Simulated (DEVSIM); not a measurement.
Structure: TaN/SiO2/n-GaAs capacitor, at 350 K.

Layer 1 from the left is SiO2, thickness (nm) 1.80. Layer 2 from the left is GaAs, thickness (nm) 3800, Nd (cm⁻³) 2.9e16.

Metal gate on the left, work function 4.4 eV. Fixed charge at the semiconductor interface 3.3e10 cm⁻² (in units of +e); no interface traps.

This is a model device: material constants are rounded textbook-type values typed into the input, and sizes, dopings and lifetimes were drawn at random. Values at 300 K; Nc and Nv go as T^1.5, mobilities as T to minus their exponent, the gap by Varshni's rule with the affinity fixed.

SiO2: gap (eV) 9, affinity (eV) 0.9, permittivity 3.9. GaAs: gap (eV) 1.424, affinity (eV) 4.07, permittivity 12.9, Nc (cm⁻³) 4.7e17, Nv (cm⁻³) 9e18, Varshni α (eV/K) 0.000541, Varshni β (K) 204.

Problem. Estimate by hand the flat-band voltage, the threshold voltage, and compare with a numerical solution.

Solution. 
- Flat-band voltage: C = 1.92 μF/cm², work-function difference 0.239 V; VFB = φms − qNf/C = 0.24 V; numerical 0.24 V.
- Threshold voltage: φF = 0.565 V, depletion charge √(4εqNφF) = 1.10e-7 C/cm²; VT = VFB − 2φF − Qd/C = -0.95 V; numerical -0.95 V.

DEVSIM, 1D Poisson equation in equilibrium, Boltzmann statistics, complete ionisation; no quantum confinement or tunnelling. Metal contacts follow the ideal Schottky-Mott rule: no Fermi-level pinning, no interface dipoles.
